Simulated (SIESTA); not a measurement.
Input and output of a self-consistent single point for KTlSe₂ (P1, 8 atoms in the cell) (SIESTA).

Level of theory: SIESTA with LDA PW92, numerical atomic orbitals DZP, PseudoDojo LDA standard norm-conserving potentials (rewritten from UPF to PSML).

The change in words: atoms moved at random. Reference geometry:
```
CELL_PARAMETERS angstrom
     -4.06792     4.06792     3.56623
      4.06792    -4.06792     3.56623
      4.06792     4.06792    -3.56623
ATOMIC_POSITIONS crystal
  K  0.25000 0.25000 0.00000
  K  0.75000 0.75000 0.00000
  Tl 0.75000 0.25000 0.50000
  Tl 0.25000 0.75000 0.50000
  Se 0.67640 0.17640 0.85280
  Se 0.32360 0.82360 0.14720
  Se 0.17640 0.32360 0.50000
  Se 0.82360 0.67640 0.50000
```

Reference input (self-consistent single point, DFT, LDA PW92, numerical atomic orbitals DZP, PseudoDojo LDA standard norm-conserving potentials (rewritten from UPF to PSML)): XC.functional = LDA; XC.authors = PW92; potentials = PseudoDojo LDA standard; PAO.BasisSize = DZP; PAO.EnergyShift = 0.01 Ry; MeshCutoff = 350 Ry; kgrid.MonkhorstPack = 3 3 3; OccupationFunction = FD; ElectronicTemperature = 10 K; MaxSCFIterations = 150; SCF.Mixer.Method = Pulay; SCF.Mixer.Weight = 0.1. This run's input differs from it in these lines:

```diff
@@ -19,10 +19,10 @@
 %block AtomicCoordinatesAndAtomicSpecies
-     0.000000000    0.000000000    1.783117500  1
-    -0.000000000    0.000000000    5.349352500  1
-    -0.000000000    4.067915000    1.783117500  2
-     4.067915000    0.000000000    1.783117500  2
-     1.435160412    5.503075412    0.000000000  3
-     2.632754588   -1.435160412    3.566235000  3
-     2.632754588    1.435160412    0.000000000  3
-     1.435160412    2.632754588    3.566235000  3
+     0.036403771   -0.010011139    1.821037277  1
+    -0.009645026    0.076082214    5.325248318  1
+    -0.043067016    4.007543073    1.773114211  2
+     4.076453554   -0.049299062    1.755140386  2
+     1.420300319    5.505414463   -0.010873451  3
+     2.620266089   -1.419303679    3.550978647  3
+     2.623638390    1.457806495    0.037277854  3
+     1.479403056    2.635520770    3.579244625  3
 %endblock AtomicCoordinatesAndAtomicSpecies
```

The program printed (abridged):

```
        iscf     Eharris(eV)        E_KS(eV)     FreeEng(eV)     dDmax    Ef(eV) dHmax(eV)
   scf:    1   -18113.581869   -18114.180999   -18114.180999  1.212166 -5.371814  6.431069
   scf:    2   -18116.136495   -18115.200645   -18115.200645  0.041150 -4.684430  4.951298
   scf:    3   -18117.213123   -18116.544903   -18116.544903  0.126817 -4.220948  1.032587
   scf:    4   -18116.644722   -18116.621446   -18116.621446  0.098791 -4.805986  0.390817
   scf:    5   -18116.635191   -18116.628620   -18116.628620  0.007483 -4.767443  0.308514
   [... 4 lines left out ...]
   scf:   10   -18116.637069   -18116.637073   -18116.637073  0.000324 -4.802146  0.007197
   scf:   11   -18116.637076   -18116.637076   -18116.637076  0.000197 -4.804132  0.001337
   scf:   12   -18116.637076   -18116.637076   -18116.637076  0.000067 -4.803826  0.000135
   scf:   13   -18116.637076   -18116.637076   -18116.637076  0.000002 -4.803829  0.000130
SCF Convergence by DM+H criterion
max |DM_out - DM_in|         :     0.0000023212
max |H_out - H_in|      (eV) :     0.0001304007
SCF cycle converged after 13 iterations

Using DM_out to compute the final energy and forces

siesta: E_KS(eV) =           -18116.6371

siesta: E_KS - E_eggbox =    -18116.6371

siesta: Atomic forces (eV/Ang):
     1   -0.047449   -0.017740   -0.077730
     2   -0.010236   -0.098314    0.078658
     3    0.207725    0.388653    0.216773
     4    0.051791    0.340054    0.120684
     5    0.014383   -0.005116    0.067975
     6   -0.325327   -0.390926   -0.041082
     7    0.000014   -0.046135   -0.176036
     8    0.109409   -0.169075   -0.190684
   Tot    0.000311    0.001401   -0.001443
   Max    0.390926
   Res    0.179569    sqrt( Sum f_i^2 / 3N )
   Max    0.390926    constrained

   [... lines left out ...]
siesta: FreeEng =    -18116.637076
siesta: Cell volume =        236.055263 Ang**3
siesta:         -15.74571745        -18.27092673  kBar
   [... lines left out ...]

              0.024   0.013

mulliken: Qtot =      108.000

Mulliken Atomic Populations:
Atom #   charge [q] valence [e]  Species
     1     0.137566    8.862434  K
     2     0.139935    8.860065  K
     3    -0.321560   13.321560  Tl
     4    -0.349922   13.349922  Tl
     5     0.100447   15.899553  Se
     6     0.101611   15.898389  Se
     7     0.095497   15.904503  Se
     8     0.096427   15.903573  Se
 Total    -0.000000
```

The run converged in 13 iterations. Against the reference run the free energy rises by 4.2 meV/atom, the pressure goes from -1.43 to -1.57 GPa, the largest force goes from 0.228 to 0.510 eV/Å and the gap on the mesh goes from 1.005 to 0.986 eV.

The starting cell comes from a database of computed structures (which also holds hypothetical and non-ambient phases and stackings), without a prior relaxation at this level. For this run, on top of that: atoms moved at random. Spin-orbit coupling is off. Values carry the incompleteness of an atom-centred basis. The basis of the alkali or alkaline-earth atoms may lack their empty d shell, which can raise the gap.

Cost on one core of a shared machine: roughly 50 s.
